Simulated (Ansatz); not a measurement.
Consider InP in the zinc blende structure (space group F-43m, No. 216; a = 5.907 Å). Axes: x, y, z lie along the cube axes.

Level of theory: Ansatz (a first-principles code) r2SCAN, no spin-orbit coupling.

Perturbation: the cell is stretched by 0.50 % along z with no lateral relaxation; the atoms relax in the strained cell.

Question: Predict the stress tensor and what it implies for the stiffness.

Answer: Stress of the strained cell less that of the base (GPa, compression positive):
```
  -0.26    0.00    0.00
   0.00   -0.26    0.00
   0.00    0.00   -0.49
```

Then −Δσ_ii/ε with ε = 0.0050 gives relaxed-ion elastic constants: C33 ≈ 97 GPa, C13 ≈ 52 GPa and C23 ≈ 52 GPa.

Whether these cells are dynamically stable was not tested.
